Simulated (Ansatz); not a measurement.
## A self-consistent single point of LaGe3Ir (I4mm, 5 atoms in the cell) with Ansatz

Method of the run: PBEsol, default PAW files made with PBE (plane waves; Ansatz, a first-principles code).

Input:

Ansatz 0.2 input:
```yaml
crystal:
  lattice:
    - [-2.230286, 2.230286, 5.066920]
    - [2.230286, -2.230286, 5.066920]
    - [2.230286, 2.230286, -5.066920]
  atoms:
    - { symbol: La, position: [0.583464, 0.583464, 0.000000] }
    - { symbol: Ge, position: [0.342630, 0.842630, 0.500000] }
    - { symbol: Ge, position: [0.842630, 0.342630, 0.500000] }
    - { symbol: Ge, position: [0.000490, 0.000490, 0.000000] }
    - { symbol: Ir, position: [0.238770, 0.238770, 0.000000] }
basis:
  ecutwfc: 30.9 Ry
kpoints:
  mp_grid: { grid: [8, 8, 8] }
hamiltonian:
  xc: pbesol
  pseudopotentials: { kind: paw }
scf:
  occupations: { method: gaussian, width: 0.0073 Ry }
output:
  forces: true
  eigenvalues: true
  stress: true
```

Output, abridged:

```
WARN ansatz: RAYON_NUM_THREADS=1 ignored (pool sized by the plan → 1); use --threads N
Pseudopotentials: kind: paw
Pseudopotential: La, paw, valence charge 11
Pseudopotential: Ge, paw, valence charge 14
Pseudopotential: Ir, paw, valence charge 17
Crystal: 5 atoms, lattice volume = 100.815 Å³
Basis set: ecut = 420.4159175005146 eV, 1985 PW (Γ), exchange–correlation on 80×80×80 points (8 copies of the dense FFT grid, shifted against one another)
Bands: 42, of which v1, the nominal top of the filled ones, is band 35 counted from 1 (34 counted from 0)
Symmetry: 8 space group operations
Space group: I4mm (ITA 107), of the structure as read, at distance tolerance 4.7e-5 Å
k-points: 59 of 512 (time reversal used)
PAW frozen core: La, regenerated for the run's functional, and the local potential with it
PAW frozen core: Ge, regenerated for the run's functional, and the local potential with it
PAW frozen core: Ir, regenerated for the run's functional, and the local potential with it
Initial density: superposition of atomic densities (neutral atoms: chi_scale 0, normalization atom), corrected by the library's trained network
Initial wavefunctions: pseudopotential atomic-orbital guess
Eigensolver: davidson
Functional: x = pbesol(κ = 0.804, μ = 0.12345679012345678), c = pbesol(β = 0.046)
SCF iter   1: F=—  HF=-30724.612252 eV  |F-HF|=—  |Δ(HF+E_count)|=         —  Δρ=3.64e-3  dr2=1.10e-2  ethr=1.77e-3  ⟨swp⟩=5.4  Hψ=8054  notcnv=0
all-band conjugate gradients solve this SCF's bands
preconditioner: auto → Kerker (q_TF=auto, 2.567 Å⁻¹)
SCF iter   2: F=—  HF=-30724.611405 eV  |F-HF|=—  |Δ(HF+E_count)|=   8.48e-4  Δρ=2.04e-3  dr2=3.90e-3  ethr=1.57e-5  ⟨swp⟩=2.0  Hψ=4744  notcnv=0
SCF iter   3: F=—  HF=-30724.611208 eV  |F-HF|=—  |Δ(HF+E_count)|=   1.97e-4  Δρ=7.86e-4  dr2=8.23e-4  ethr=5.57e-6  ⟨swp⟩=3.0  Hψ=4275  notcnv=0
SCF iter   4: F=—  HF=-30724.611009 eV  |F-HF|=—  |Δ(HF+E_count)|=   1.99e-4  Δρ=2.26e-4  dr2=7.23e-5  ethr=1.18e-6  ⟨swp⟩=2.0  Hψ=4147  notcnv=0
SCF iter   5: F=—  HF=-30724.611010 eV  |F-HF|=—  |Δ(HF+E_count)|=   8.53e-7  Δρ=1.23e-4  dr2=1.54e-5  ethr=1.03e-7  ⟨swp⟩=2.0  Hψ=4286  notcnv=0
SCF iter   6: F=—  HF=-30724.611009 eV  |F-HF|=—  |Δ(HF+E_count)|=   1.63e-6  Δρ=2.74e-5  dr2=1.45e-6  ethr=2.20e-8  ⟨swp⟩=2.0  Hψ=3240  notcnv=0
SCF iter   7: F=—  HF=-30724.611008 eV  |F-HF|=—  |Δ(HF+E_count)|=   1.45e-7  Δρ=9.37e-6  dr2=1.55e-7  ethr=2.07e-9  ⟨swp⟩=2.4  Hψ=4171  notcnv=0
SCF iter   8: F=-30724.611008 eV  HF=-30724.611008 eV  |F-HF|=7.70e-9  |Δ(HF+E_count)|=   3.72e-8  Δρ=2.37e-6  dr2=9.42e-9  ethr=1.43e-10  ⟨swp⟩=8.8  Hψ=10606  notcnv=0
SCF 1 converged in 8 iterations: F = -30724.611008 eV  dr2 = 9.42e-9
SCF converged after 8 iterations
Free energy (F): -30724.611008 eV
Harris-Foulkes:  -30724.611008 eV  (|F-HF|=7.70e-9)
Internal energy: -30724.603662 eV  (E = F + TS)
E sigma→0 (E₀):  -30724.607335 eV
Entropy (-TS):   -0.007347 eV (-1.469 meV/atom)
Fermi energy:    13.817773 eV
--- Per-component energies (eV) ---
  E_band       = -518.647516
  E_kinetic    = 1150.752088
  E_local      = -9029.144602  (includes V_loc(G=0)·N_el)
  E_nonlocal   = 1433.012167
  E_hartree    = 3903.936409
  E_xc         = -631.436627
  E_vxc        = -643.346309  (∫ρ·V_xc dr)
  E_paw        = -20354.401318  (= ΣΔE_a)
  E_vpaw       = -1237.794959  (= ΣTr[D̂ρ^β])
  E_aug_tail   = 0.001018  (compensation charges beyond the density's cutoff)
  E_ewald      = -7200.511400
  E_core_change = 3.188603  (= ΣΔE_core)
  E_smearing   = -0.007347  (= −TS)
  E_closure    = 0.000000  (closes the sum)
  Σ components = -30724.611008   (vs F -30724.611008, Δ=0.00e0)
--- Forces (eV/Å), atoms counted from 1 ---
  atom   1  La     0.00000000    -0.00000000    -0.29521361
  atom   2  Ge     0.00000000    -0.00000000     0.08105881
  atom   3  Ge    -0.00000000    -0.00000000     0.08105881
  atom   4  Ge    -0.00000000     0.00000000     0.06947627
  atom   5  Ir     0.00000000     0.00000000     0.06357008
  max |Σ_I F_I| component: 4.96e-5 eV/Å
--- Stress (GPa, compression-positive) ---
       -3.393758      -0.000000      -0.000000
       -0.000000      -3.393758      -0.000000
       -0.000000      -0.000000      -3.621039
  P = ⅓ Tr σ = -3.4695 GPa (-34.695 kbar)
  The stress holds the Pulay correction. Without it, at fixed plane waves, as pw.x and ABINIT print it: P = -3.4989 GPa
--- Band table (eV; the first three rows and the last of 59) ---
  k-point 0: bands = ["-78.2483", "-35.1603", "-35.1603", "-35.1238", "-18.9636", "-10.8497", "-10.8323", "-10.8117", "-10.8117", "-10.8114", "-10.7317", "-10.7249", "-10.7087", "-10.7087", "-10.7039", "-10.6398", "-10.6182", "-10.5928", "-10.5795", [...]
  k-point 1: bands = ["-78.2483", "-35.1605", "-35.1605", "-35.1237", "-18.9608", "-10.8476", "-10.8251", "-10.8151", "-10.8104", "-10.8104", "-10.7392", "-10.7220", "-10.7135", "-10.7090", "-10.7031", "-10.6392", "-10.6178", "-10.5943", "-10.5799", [...]
  k-point 2: bands = ["-78.2483", "-35.1610", "-35.1610", "-35.1235", "-18.9541", "-10.8429", "-10.8229", "-10.8092", "-10.8083", "-10.8073", "-10.7578", "-10.7241", "-10.7140", "-10.7091", "-10.7013", "-10.6382", "-10.6155", "-10.5968", "-10.5819", [...]
  k-point 58: bands = ["-78.2483", "-35.1603", "-35.1603", "-35.1239", "-18.9622", "-10.8508", "-10.8320", "-10.8117", "-10.8117", "-10.8112", "-10.7317", "-10.7220", "-10.7086", "-10.7086", "-10.7053", "-10.6400", "-10.6175", "-10.5938", [...]
```

The run converged in 8 iterations.

The starting cell comes from a database of computed structures (which also holds hypothetical and non-ambient phases and stackings), without a prior relaxation at this level. Its lattice was rescaled by up to half a per cent. One atom was moved a little off its site on purpose. Spin-orbit coupling is off. Spin polarisation is off. With a pressure of about -3 GPa the cell is away from its equilibrium volume at this level. Ansatz's pressure includes its estimate of the finite-basis (Pulay) stress.
